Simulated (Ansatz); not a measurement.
We consider TiAl₃ (I4/mmm, No. 139), described by PBEsol (Ansatz, an electronic-structure program, plane waves, PAW).

Settings: plane-wave cutoff 520 eV, 20×20×20 k mesh, Fermi–Dirac smearing 0.05 eV, no spin polarisation, scalar-relativistic PAW data made under PBE.

Cell (relaxed at this level):

```
Al3Ti
1.0
   -1.90812     1.90812     4.27554
    1.90812    -1.90812     4.27554
    1.90812     1.90812    -4.27554
Ti Al
1 3
Direct
  0.00000   0.00000   0.00000
  0.50000   0.50000   0.00000
  0.75000   0.25000   0.50000
  0.25000   0.75000   0.50000
```

What does this level give for the bulk modulus and pressure derivative B′ of the bulk modulus?


- bulk modulus = 111 GPa
- pressure derivative B′ of the bulk modulus = 4.1

The run finds no gap.

Note: the bulk modulus comes from volumes at which shape and atoms were relaxed.

Computed values are for the static lattice.
